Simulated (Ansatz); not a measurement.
Base system: ZnS (space group P4_2/mnm, No. 136; a = 6.5179 Å, c = 3.8080 Å; a hypothetical phase, not in the database extracts checked).

The change: cell and atoms relaxed at a pressure of 1.5 GPa.

All numbers come from plane-wave PAW DFT at the PBEsol level (Ansatz, a quantum-chemistry and plane-wave program, 420 eV), without spin-orbit coupling.

Base, band edges from the VBM (valence, conduction): A -1.22, 3.14; M -0.95, 3.87; R -0.95, 3.81; X -0.47, 3.60; Z -1.52, 4.38; Γ 0.00, 2.24 eV.

Question: Give the band edges at the high-symmetry points of the new zone, measured from its valence-band maximum.

Answer: 
| point | valence edge (eV) | conduction edge (eV) |
|---|---|---|
| Γ | 0.00 | 2.32 |
| X | -0.52 | 3.64 |
| M | -1.01 | 3.88 |
| Z | -1.56 | 4.38 |
| R | -0.98 | 3.80 |
| A | -1.25 | 3.16 |

The gap is 2.32 eV, direct at Γ.

Load acts through the strain it causes; cell and atoms are relaxed under it. Stability against distortions was not tested.
